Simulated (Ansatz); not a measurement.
A periodic model of amorphous Hf₁₈O₄₁Ta₂:

```xyz
61
Lattice="9.5435 -0.1274 0.2226 -0.1274 9.1813 0.1498 0.2226 0.1498 9.0373" Properties=species:S:1:pos:R:3 pbc="T T T"
Hf     7.4520     6.4434     3.3540
Hf     1.2214     0.3232     7.9092
Hf     4.7945     3.2563     7.9533
Hf     0.8018     2.3416     1.3907
Hf     1.0333     4.2654     7.6730
Hf     4.3127     1.6719     1.9346
Hf     4.6638     7.9530     3.2634
Hf     7.2442     3.4093     0.8264
Hf     3.7296     5.7841     6.1240
Hf     5.5644     2.6691     4.6453
Hf     7.5720     0.4261     2.1600
Hf     4.8393     8.3533     8.7622
Hf     3.5509     0.3728     5.7199
Hf     8.6252     6.8450     9.2059
Hf     7.6660     4.5662     6.2615
Hf     1.6687     7.7116     1.8301
Hf     3.7268     4.9002     2.1151
Hf     9.5077     1.8963     5.0171
O      1.7283     5.4920     2.0404
O      9.1885     1.2366     3.1048
O      7.5051     2.9096     4.9897
O      0.8375     7.2633     3.5963
O      5.4940     6.0443     3.0916
O      3.1755     5.4052     4.0560
O      5.4277     4.4578     5.9318
O      8.3174     7.7496     1.9714
O      7.5694     5.3255     1.5633
O      4.7943     0.8469     4.0267
O      3.7809     7.6807     5.1365
O      8.9199     8.4171     7.7505
O      6.7933     7.6484     8.5746
O      0.9626     3.4294     3.5582
O      2.9971     8.9476     7.7676
O      6.6325     8.2825     3.8372
O      5.4961     9.0109     1.6182
O      1.0762     7.3529     9.0319
O      1.6119     5.5588     5.9516
O      8.7925     5.4073     7.7866
O      3.6997     7.0433     1.4360
O      6.8715     3.4711     7.9029
O      4.3440     3.3439     3.2917
O      8.2361     0.4093     5.5152
O      4.6916     1.5120     8.9281
O      5.0970     3.9301     0.7958
O      1.5672     0.9294     5.7053
O      3.1256     4.3844     7.6438
O      9.4284     3.7978     0.7389
O      8.6871     5.1995     4.4316
O      4.3633     2.1517     6.2323
O      1.3976     2.3205     8.2140
O      8.1772     1.5472     0.6227
O      5.5325     9.0976     6.8649
O      6.4500     2.2358     2.4297
O      9.4551     3.3321     6.4661
O      3.1127     0.0065     2.4303
O      4.4280     6.7113     7.6993
O      7.1462     6.6125     5.7800
O      2.7238     2.9277     1.4490
O      1.0846     0.3398     0.8933
Ta     1.1648     5.3754     3.9874
Ta     7.2376     8.2924     6.6465
```

Computed with PBE, scalar-relativistic without spin-orbit coupling (plane waves to 420 eV, PAW; Ansatz, a program for electronic structure).

It comes from a melt-quench run on a machine-learned potential (CHGNet), relaxed afterwards by DFT. O atoms were pushed apart under 1.9 Å during the dynamics, to hinder bonds among them. The hot cell started wider than the set density and was brought back towards it in steps. It is the lowest in DFT energy of 2 quenches. It is a model cell: composition and starting density were chosen by hand, and all elements were melted together. No dispersion term was used. Its density started from a set value of 8.88 and ended at 8.88 g/cm³. The quench (nominally 380 K/ps over its main leg) was far faster than any real one, so the model tends to hold more defects than a real film. Values belong to this one cell and scatter from quench to quench. The volume was held where the preparation left it and the shape relaxed, at a PBE pressure of 1.6 GPa. Stress components on the final sampling reach 1.8 GPa.

Bonds are counted up to Hf-Hf 3.34 Å, Hf-O 2.70 Å, Hf-Ta 3.23 Å, O-O 1.58 Å, O-Ta 2.60 Å, Ta-Ta 3.12 Å. Two cations that share two anions don't count as bonded, nor two that share one unless they lie closer than Hf-Hf 3.25 Å, Hf-Ta 3.15 Å, Ta-Ta 3.04 Å.

Task: Give the coordination numbers, mean bond lengths and angles.

Result: 
| Property | Result |
|---|---|
| Mean coordination of Hf by anions | 6.39 (12 with 6, 5 with 7, 1 with 8) |
| Mean coordination of O | 3.07 (3 with 2, 32 with 3, 6 with 4) |
| Mean coordination of Ta by anions | 5.50 (1 with 5, 1 with 6) |
| Mean Hf-O bond | 2.143 Å (spread 0.123 Å, 115 counted) |
| Mean O-Ta bond | 1.981 Å (spread 0.070 Å, 11 counted) |
| Bond angle at Hf | mean 102.3°, spread 29.1° |
| Bond angle at O | mean 114.4°, spread 18.4° |
| Bond angle at Ta | mean 104.4°, spread 26.4° |

Task: List the pairs of like atoms that count as bonded by the rules above.

Result: There are none by these rules.
